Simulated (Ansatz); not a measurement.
The parent structure is Cu₃N (space group Pm-3m, No. 221; a = 3.765 Å).

The change: an isotropic linear strain of +1.44 %; the atoms relax in the strained cell.

Levels (all Ansatz, a quantum-chemistry and plane-wave program, PAW): PBEsol (420 eV, scalar-relativistic without spin-orbit coupling); HSE06 (420 eV, scalar-relativistic without spin-orbit coupling).

The geometry is relaxed with PBEsol.

| Quantity | Value |
|---|---|
| PBEsol band gap | 0.16 eV |

Question: How does going to HSE06 change the band gap?

Answer: The band gap grows by 0.81 eV to 0.97 eV.

Single points use the geometry relaxed with PBEsol. The hybrid gap comes from the SCF mesh plus the semilocal run's edge points and a few special points and is an upper bound. Stability against distortions was not tested. All final runs are without spin polarisation. A zero or small gap of Cu3N can be the functional's error rather than a property of the material.
